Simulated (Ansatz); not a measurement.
Results of PBE in Ansatz (plane waves, PAW) for cubic perovskite BaHfO3.

Numerical settings: plane-wave cutoff 520 eV, 6×6×6 k mesh, perturbation theory, scalar-relativistic PAW data made under PBE.

Computed at the level's own relaxed cell.

```
CELL_PARAMETERS angstrom
      4.20628     0.00000     0.00000
      0.00000     4.20628     0.00000
      0.00000     0.00000     4.20628
ATOMIC_POSITIONS crystal
  Ba 0.00000 0.00000 0.00000
  Hf 0.50000 0.50000 0.50000
  O  0.50000 0.00000 0.50000
  O  0.00000 0.50000 0.50000
  O  0.50000 0.50000 0.00000
```

Harmonic phonon frequencies (cm⁻¹; i marks an imaginary mode; at Γ without the LO shift):

```tsv
q point	frequencies
Γ	0 0 0 95 95 95 179 179 179 203 203 203 496 496 496
X	78 78 91 91 131 169 201 201 239 267 267 394 481 481 706
M	78 79 79 83 105 177 177 278 278 297 297 404 464 550 754
```

No imaginary mode appears at these points.

Ansatz is an electronic-structure program.
